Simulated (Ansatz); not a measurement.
**A computed series for NiGe: pressure series**

Start from NiGe (space group Pnma, No. 62; non-magnetic).

```
NiGe
1.0
    5.40742     0.00000     0.00000
    0.00000     3.47344     0.00000
    0.00000     0.00000     5.84671
Ni Ge
4 4
Cartesian
  2.73408   0.86836   4.03579
  0.03037   0.86836   4.73427
  2.67334   2.60508   1.81091
  5.37706   2.60508   1.11244
  3.73071   0.86836   0.50832
  1.02700   0.86836   2.41503
  1.67672   2.60508   5.33838
  4.38043   2.60508   3.43167
```

Cell and atoms are relaxed at each pressure.

Method: DFT with PBE, PAW potentials and a 420 eV plane-wave cutoff in Ansatz (a first-principles code), no spin-orbit coupling.

Notes on the quantities. enthalpy: H = E + PV relative to the base's energy.

```
change             shortest interatomic distance       enthalpy
-----------------  -----------------------------  -------------
base                                     2.354 Å              –
pressure −2 GPa                          2.362 Å  -0.17 eV/atom
pressure −1 GPa                          2.358 Å  -0.09 eV/atom
pressure 0.9 GPa                         2.350 Å  +0.08 eV/atom
pressure 2.1 GPa                         2.345 Å  +0.18 eV/atom
pressure 4.5 GPa                         2.337 Å  +0.38 eV/atom
pressure 9 GPa                           2.322 Å  +0.75 eV/atom
pressure 15 GPa                          2.305 Å  +1.22 eV/atom
pressure 22.5 GPa                        2.287 Å  +1.80 eV/atom
pressure 30 GPa                          2.272 Å  +2.36 eV/atom
```

Load acts through the strain it causes; cell and atoms are relaxed under it. Whether these cells are dynamically stable was not tested. Competing high-pressure phases were not computed. Starting moments died away, wholly or in part, for the base; another magnetic solution may exist. All final runs are without spin polarisation.
